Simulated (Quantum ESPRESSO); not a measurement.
**Energy against c/a at fixed volume: hcp Os (space group 194) (Quantum ESPRESSO, PBEsol)**

```
Os
1.0
    2.76353     0.00000     0.00000
   -1.38176     2.39328     0.00000
    0.00000     0.00000     4.19813
Os
2
Direct
  0.66667   0.33333   0.75000
  0.33333   0.66667   0.25000
```

Level of theory: PBEsol, GBRV 1.5 ultrasoft (PBESOL) pseudopotentials (plane waves; Quantum ESPRESSO). Settings: ecutwfc = 52 Ry; ecutrho = 416 Ry; occupations = smearing; smearing = fermi-dirac; degauss = 0.0036749 Ry; potentials = {Os: os_pbesol_v1.2.uspp.F.UPF}; K_POINTS = automatic 28 28 16 0 0 0; conv_thr = 1e-10 Ry; mixing_beta = 0.4. The cell above is the first row's. The rows change c/a at fixed volume. In all rows fractional positions and the k mesh are held. E is the free energy at the stated smearing, counted from the lowest row.

```csv
c/a,E (meV/atom)
1.5191,26.22
1.5349,14.04
1.5508,5.63
1.5666,0.98
1.5824,0.00
1.5982,2.55
1.6141,8.58
1.6299,18.04
1.6457,?
```

Problem. Using a cubic, estimate the missing E at c/a = 1.6457 from the other rows, showing the fit.

Solution. With u = c/a - 1.57, the rows have u = -0.05090, -0.03510, -0.01920, -0.00340, 0.01240, 0.02820, 0.04410, 0.05990. Least squares gives E = 0.471 - 128.23·u + 7242.1·u² - 3461·u³. Residuals (row less fit): 0.003, -0.004, 0.003, -0.011, 0.012, 0.013, -0.024, 0.009; standard error 0.017 (degrees of freedom: 4). The fitted curve has its minimum at c/a = 1.58, where E = -0.10. To one more digit the minimum is at c/a = 1.579; the ideal close-packed ratio is 1.633. At the withheld row, u = 0.07570, so E = 0.471 - 128.23 × 0.07570 + 7242.1 × 0.07570² - 3461 × 0.07570³ = 30.763 meV/atom. The calculation gives 30.85 meV/atom, 0.087 meV/atom above the prediction (0.3 % of the range of E in the table). The row lies outside the fitted rows, so this is an extrapolation. From the scatter of the fitted rows alone, a prediction at this place has a standard error of 0.044 meV/atom, so the miss is 2.0 times that.

Carrying the step between the two nearest rows on in a straight line would have given 27.50, off by 3.35; series whose last step already gives the withheld value aren't shown. The reference cell has the volume at which an earlier scan in this program and functional put its minimum by a fit; axis ratios and inner coordinates come from a measured-size cell. The runs keep the symmetry of the cell, so they don't test it for distortions. The best c/a moves a little with volume. Spin polarisation is off. Spin-orbit coupling is off. In metals such curves are sensitive to mesh and smearing. Cutoffs and mesh are single choices, not tested for convergence of this quantity. Series with a scatter that would blur these digits, or in which a gap closes, are not shown. Strain series were run only where this level's volume lies within 10 % of a first guess from the measured size.
